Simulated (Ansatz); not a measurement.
Problem. Name crystals whose electron-phonon coupling λ lies between 0.4 and 0.62 and whose logarithmic mean phonon energy lies between 9 and 14.1 meV, by PBEsol, DFPT electron-phonon coupling, linearised Boltzmann equation (Ansatz, an electronic-structure program).

Solution. Many crystals can fit; among those computed here:
- MgLa (Pm-3m): 0.51, 9.9 meV
- LuZn (Pm-3m): 0.45, 11.9 meV
- PtGe₂ (Pnnm): 0.41, 13.1 meV
- Pt (Fm-3m): 0.50, 10.5 meV
- Cu2As (P4/nmm): 0.43, 10.8 meV

Metals; harmonic phonons. Halving the electron mesh moves these values by up to 6 %; q meshes are mostly untested. Some of the runs warned that the eigensolver left states short of its tolerance. Spin-orbit coupling is left out.

Formula and space group known from diffraction (Crystallography Open Database), not checked to be the room-temperature form: Cu2As (P4/nmm), LuZn (Pm-3m), MgLa (Pm-3m), PtGe2 (Pnnm). The missing spin-orbit coupling matters most for LuZn (Pm-3m), Pt (Fm-3m), PtGe2 (Pnnm).
